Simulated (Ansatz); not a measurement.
NiAs-type NiSb was calculated with PBE in Ansatz (plane waves, PAW).

Numerical settings: plane-wave cutoff 520 eV, 18×18×10 k mesh (along the axes of the cell as run), Fermi–Dirac smearing 0.05 eV, no spin polarisation, scalar-relativistic PAW data made under PBE.

Starting structure:

```
CELL_PARAMETERS angstrom
      3.93000     0.00000     0.00000
     -1.96500     3.40348     0.00000
      0.00000     0.00000     5.13000
ATOMIC_POSITIONS crystal
  Ni 0.00000 0.00000 0.00000
  Ni 0.00000 0.00000 0.50000
  Sb 0.66667 0.33333 0.75000
  Sb 0.33333 0.66667 0.25000
```

**Question.** Into what structure does the relaxation of cell and atoms lead at this level, with the symmetry of the start kept?

**Answer.** The volume rises by 2.9 %; final space group P6_3/mmc.
```
CELL_PARAMETERS angstrom
      3.97531     0.00000     0.00000
     -1.98765     3.44272     0.00000
      0.00000     0.00000     5.15771
ATOMIC_POSITIONS crystal
  Ni 0.00000 0.00000 0.00000
  Ni 0.00000 0.00000 0.50000
  Sb 0.66667 0.33333 0.75000
  Sb 0.33333 0.66667 0.25000
```

Ansatz is a program for electronic structure.
